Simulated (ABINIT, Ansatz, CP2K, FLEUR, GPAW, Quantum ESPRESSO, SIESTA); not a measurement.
Code comparison for LiTaF₆ (R-3, 8 atoms in the cell)

Self-consistent single point, at a second geometry (lattice scaled by 0.98). First geometry:

```yaml
crystal:
  lattice:
    - [2.58467, 1.49226, 4.52600]
    - [-2.58467, 1.49226, 4.52600]
    - [0.00000, -2.98452, 4.52600]
  atoms:
    - { symbol: Li, position: [0.50000, 0.50000, 0.50000] }
    - { symbol: Ta, position: [0.00000, 0.00000, 0.00000] }
    - { symbol: F, position: [0.64967, 0.24539, 0.86097] }
    - { symbol: F, position: [0.35033, 0.75461, 0.13903] }
    - { symbol: F, position: [0.86097, 0.64967, 0.24539] }
    - { symbol: F, position: [0.13903, 0.35033, 0.75461] }
    - { symbol: F, position: [0.24539, 0.86097, 0.64967] }
    - { symbol: F, position: [0.75461, 0.13903, 0.35033] }
```

Shared settings, as Ansatz (a program for electronic structure) writes them: kpoints.mp_grid.grid = 6 6 6; scf.occupations.method = fixed. Potentials and cutoffs stand in the table.

```json
[
 {"code": "Quantum ESPRESSO", "model": "PBEsol, GBRV 1.5 ultrasoft (PBESOL) pseudopotentials", "ΔF from the first geometry (meV/atom)": "23.7", "pressure (GPa)": "8.90", "largest force (eV/Å)": "1.078", "gap on the mesh (eV)": "6.872", "cutoff": "40 Ry"},
 {"code": "CP2K", "model": "PBEsol, GPW, DZVP-MOLOPT-SR-GTH basis, GTH-PBE potentials (GTH_POTENTIALS)", "ΔF from the first geometry (meV/atom)": "7.9", "pressure (GPa)": "6.32", "largest force (eV/Å)": "0.416", "gap on the mesh (eV)": "6.847", "cutoff": "grid 550 Ry"},
 {"code": "FLEUR", "model": "PBEsol, all-electron FLAPW (FLEUR), scalar-relativistic valence", "ΔF from the first geometry (meV/atom)": "9.8", "pressure (GPa)": "–", "largest force (eV/Å)": "0.794", "gap on the mesh (eV)": "6.984", "cutoff": "Kmax 4.7 1/bohr"},
 {"code": "GPAW", "model": "PBEsol, GPAW PAW datasets PBEsol (made by gpaw-setup)", "ΔF from the first geometry (meV/atom)": "24.1", "pressure (GPa)": "–", "largest force (eV/Å)": "1.035", "gap on the mesh (eV)": "6.828", "cutoff": "950 eV"},
 {"code": "Ansatz", "model": "PBEsol, PAW files made with PBE", "ΔF from the first geometry (meV/atom)": "20.5", "pressure (GPa)": "8.52", "largest force (eV/Å)": "0.932", "gap on the mesh (eV)": "6.905", "cutoff": "default"},
 {"code": "SIESTA", "model": "GGA PBEsol, numerical atomic orbitals DZP, PseudoDojo PBEsol standard norm-conserving potentials (rewritten from UPF to PSML)", "ΔF from the first geometry (meV/atom)": "19.2", "pressure (GPa)": "9.24", "largest force (eV/Å)": "1.631", "gap on the mesh (eV)": "6.556", "cutoff": "grid 400 Ry"},
 {"code": "ABINIT", "model": "PBEsol, norm-conserving pseudopotentials (PseudoDojo nc-sr-04 PBEsol standard)", "ΔF from the first geometry (meV/atom)": "15.3", "pressure (GPa)": "7.72", "largest force (eV/Å)": "0.753", "gap on the mesh (eV)": "6.913", "cutoff": "42 Ha"}
]
```

For Quantum ESPRESSO (by 0.8 GPa) and Ansatz (by 0.4 GPa) the energy change implies a higher mean pressure, against the two pressures, than for the other programs: a sign of finite-basis (Pulay) stress.

A dash marks a value that a program does not give, or that is left out as unsure.

Gaps are read on the mesh.

On Ansatz's run: spin-orbit coupling is off.

The spread over the programs that give each value: ΔF from the first geometry within 16.2 meV/atom; pressure within 2.92 GPa; largest force within 1.215 eV/Å; gap on the mesh within 0.428 eV.

CP2K and SIESTA use small atom-centred bases, whose incompleteness enters pressures, forces and empty levels differently from a plane-wave cutoff. FLEUR treats all electrons, but the usual bases taken here (sphere radii, linearisation, local orbitals, empty states) were not tested for convergence, so the values are no reference for the others. Ansatz's pressure is given at a fixed set of plane waves, as the other plane-wave codes print theirs; with its correction for the finite basis it is 8.96 GPa (the shift of 0.45 GPa shows how far the cutoff is from converged). The pressure of GPAW is left out: its cutoff lies under the one at which its stress was checked. In the pressure, CP2K (by 2.20) lies more than 1 GPa from the median of the plane-wave programs. In the gap, SIESTA (by 0.333) lies more than 0.12 eV from the median of the plane-wave programs. In the force vectors, Quantum ESPRESSO (by 0.096), CP2K (by 0.594), FLEUR (by 0.232), SIESTA (by 0.651) and ABINIT (by 0.232) lie more than 0.08 eV/Å from the median of the plane-wave programs.

The starting cell comes from a database of computed structures (which also holds hypothetical and non-ambient phases and stackings), without a prior relaxation at this level. For this run, on top of that: lattice scaled by 0.98.

Keys are those of Ansatz 0.2.
